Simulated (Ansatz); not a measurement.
An Ansatz (an electronic-structure program) input (Ansatz PBEsol, spin-orbit coupling left out):

Ansatz 0.2 input:
```yaml
crystal:
  lattice:
    - [-2.7494005332, 2.7545419263, 5.579249161]
    - [2.7494005332, -2.7545419263, 5.579249161]
    - [2.7494005332, 2.7545419263, -5.579249161]
  atoms:
    - { symbol: Li, position: [0.3816586278, 0.3816586278, 0] }
    - { symbol: Ti, position: [0.6044995272, 0.1044995272, 0.5] }
    - { symbol: Ti, position: [0.8791910606, 0.8791910606, 0] }
    - { symbol: Te, position: [0.6297053025, 0.6297053025, 0] }
    - { symbol: Te, position: [0.1186753175, 0.1186753175, 0] }
    - { symbol: Te, position: [0.3591532621, 0.8591532621, 0.5] }
    - { symbol: Te, position: [0.859476902, 0.359476902, 0.5] }
basis: { ecutwfc: 420, ecutrho_ratio: 4, xc_grid: 2, fft_grid_basis: typed }
kpoints: { mp_grid: { grid: [12, 12, 12] } }
hamiltonian:
  xc: pbesol
  dispersion: none
  pseudopotentials: { kind: paw }
scf: { occupations: { method: fermi_dirac, width: 0.05 }, convergence: { dr2_threshold: 0.0000000007 } }
output: { forces: true, stress: true }
checkpoint: { write: state.ck, write_every: 1000 }
```

**Question.** Which symmetry and how many k-points will the program report, and about how many plane waves at Γ?

**Answer.** Space group Imm2 (ITA 44) with 4 operations, k-points 280 of 1728, and 3291 plane waves at Γ.

No phonon test of stability was made. The final runs are not spin-polarised. An odd electron count without spin: LiTi2Te4. The cell was made from LiTi2O4 by this change: O → Te; the result is a hypothetical phase, not in the database extracts checked. LiTi2Te4 has a high density of states at the Fermi level and may be magnetic at this level.
